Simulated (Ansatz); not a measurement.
The starting structures come from a database of crystals and need not be the phases stable at ambient conditions.

Crystal: CsPbF3 (R3c, not sure to be the ambient phase, 10 atoms a cell, 22.0 Å³ an atom); planes in its conventional cell.

Calculation: PBEsol (plane waves, PAW; Ansatz, a quantum-chemistry and plane-wave program).

No gap correction and no spin-orbit coupling; mid-gap values are interpolated between computed energies.

```tsv
plane	area of the cell (Å²)	mid-gap κ (1/Å)	largest κ in the gap (1/Å)
(101)	39.3	0.39	0.40
(001)	41.2	___	___
```

Task: The slowest decay depends on the direction. Supply the withheld values.

Result: 
- (001), mid-gap κ (1/Å): 0.35
- (001), largest κ in the gap (1/Å): 0.35
